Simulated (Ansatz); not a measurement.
CoSi, pressure series

The parent structure is CoSi (space group P2_13, No. 198; a = 4.383 Å; non-magnetic).

Cell and atoms are relaxed at each pressure.

Calculations: r2SCAN in Ansatz (plane waves to 500 eV, PAW, scalar-relativistic without spin-orbit coupling).

```csv
pressure (GPa),volume per atom (Å³/atom)
-2,10.613
0,10.526
3,10.401
7,10.248
15,9.974
30,?
50,9.100
75,8.658
100,8.302
```

Fit the third-order Birch–Murnaghan form P(V) = (3B₀/2)[(V₀/V)^(7/3) − (V₀/V)^(5/3)]·[1 + (3/4)(B₀′ − 4)((V₀/V)^(2/3) − 1)] (squares taken in P) to the rows shown and predict the withheld row.

Least squares on the printed values gives V₀ = 10.525 Å³/atom, B₀ = 249 GPa, B₀′ = 4.4; this predicts 9.550 Å³/atom, and the run gives 9.549 Å³/atom, in agreement.

Load acts through the strain it causes; cell and atoms are relaxed under it. Stability against distortions was not tested. Competing high-pressure phases were not computed. Seeded moments were not kept for the base. All final runs are without spin polarisation.

Ansatz is a first-principles code.
